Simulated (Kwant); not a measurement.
Model: Hückel tight-binding model, one pz orbital an atom, one spin, coherent transport at 0 K (Kwant). Conductance is in e²/h.

System: π system c1ccc2ccccc2c1 between two chain leads. The π system is taken as planar. Atoms are numbered from 0 in the order of the SMILES. Site energies (eV, carbon 0): [0.0, 0.0, 0.0, 0.0, 0.0, 0.0, 0.0, 0.0, 0.0, 0.0]. Bonds (i, j, β in eV): (0,1,-2.4) (1,2,-2.4) (2,3,-2.4) (3,4,-2.4) (4,5,-2.4) (5,6,-2.4) (6,7,-2.4) (7,8,-2.4) (8,9,-2.4) (9,0,-2.4) (8,3,-2.4). Leads: chains of hopping −3.6 eV, joined by −0.72 eV to atoms 2 and 4.

Site energies and bond integrals are typed Hückel values.

Sweep values stay those of the base run.

One input was changed, with this effect: transmission at E = 0 < 1e-12 → 0.0064.

### Question
Which change was it?
A. contacts moved from atoms [2, 4] to [0, 2]
B. contacts moved from atoms [2, 4] to [0, 9]
C. contacts moved from atoms [2, 4] to [0, 5]
D. contacts moved from atoms [2, 4] to [0, 4]
E. contacts moved from atoms [2, 4] to [0, 7]
F. contacts moved from atoms [2, 4] to [0, 6]

### Answer
B, contacts moved from atoms [2, 4] to [0, 9]
